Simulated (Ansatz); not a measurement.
**HgTe: energy against strain**

HgTe (zinc blende, F-43m, 34.483 Å³/atom at rest, cube axes along x, y and z) under a strain ε along a cube axis (axis z), the other axes held. PBEsol in Ansatz, a plane-wave DFT program (PAW, default set), 420 eV, 9×9×9 Γ-centred mesh, Fermi-Dirac smearing 0.05 eV; ions are relaxed within the symmetry of each cell.

Here s stands for strain and y for E less E0.

```csv
strain (%),E less E0 (meV/atom)
-1.50,1.29
-1.00,0.57
-0.50,0.14
0.00,0.00
0.50,0.14
1.00,0.56
1.50,1.25
3.00,?
```

Fit y of the 7 rows that show it with a parabola. Least squares gives y = 0.000 - 0.0100·s + 0.5648·s². Residuals (row less fit): 0.004, -0.005, -0.006, 0.000, 0.004, 0.005, -0.006; standard error 0.006 (degrees of freedom: 4). Twice the quadratic coefficient over the volume, 2 × 0.5648 meV × 10⁴ × 0.1602 / 34.483 Å³, is the elastic constant C11 = 52 ± 0.3 GPa.

Problem. Estimate the missing y (s = 3.00); what did the run itself give?

Solution. y = 0.000 - 0.0100 × 3.0 + 0.5648 × 3.0² = 5.053 meV/atom. The calculation gives 4.94 meV/atom, 0.113 meV/atom below the prediction (2.3 % of the range of y in the table). The row lies outside the fitted rows, so this is an extrapolation. From the scatter of the fitted rows alone, a prediction at this place has a standard error of 0.024 meV/atom, so the miss is 4.7 times that.

One order more, fitted to all 13 runs of the series, follows each within 0.01, so the miss is the next term of a smooth law. This level leaves no gap over 0.05 eV at strain -1.50, -1.00, -0.50, 0.00, 0.50, 1.00, 1.50, 3.00, where the mesh may be coarse. Rows are the converged runs of the series near zero and its far end; series whose fitted rows scatter by over a few per cent of the range, as at a crossing or softening among them, aren't shown in this form. Most that stay on the fit to the last digits aren't either.
